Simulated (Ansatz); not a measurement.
Effect of O → N on TiZnO3

The parent structure is TiZnO₃ (space group R-3, No. 148; a = 5.061 Å, c = 13.823 Å (hexagonal axes); a cell from a computed database, its experimental status unchecked).

Perturbation: N takes the place of O on all its sites; the structure is relaxed again.

All numbers come from PBEsol (Ansatz, a program for electronic structure, PAW, scalar-relativistic without spin-orbit coupling). Settings: 11×11×11 k-points, 0.05 eV Fermi–Dirac smearing, for the changed cell.

- Volume per atom: 10.39 Å³ (base 10.22 Å³)
- Density: 4.96 g/cm³ (base 5.24 g/cm³)
- Lattice parameter a: 5.207 Å (base 5.061 Å)
- c/a ratio: 2.551 (base 2.731)
- Space group: R-3 (No. 148) (base R-3 (No. 148))
- Band gap: zero (base 3.09 eV)

Final structure:

```
TiZnN3
1.0
    2.60348     1.50312     4.42710
   -2.60348     1.50312     4.42710
    0.00000    -3.00624     4.42710
Ti Zn N
2 2 6
Cartesian
  0.00000   0.00000  11.26436
  0.00000   0.00000   2.01693
  0.00000   0.00000   8.56902
  0.00000   0.00000   4.71227
 -0.78443  -1.58085   7.67225
  0.78443   1.58085   5.60904
 -0.97684   1.46976   7.67225
  0.97684  -1.46976   5.60904
  1.76127   0.11109   7.67225
 -1.76127  -0.11109   5.60904
```

No phonon test of stability was made. As relaxed here, TiZnN3 is a hypothetical phase, not in the database extracts checked. The final runs are not spin-polarised.
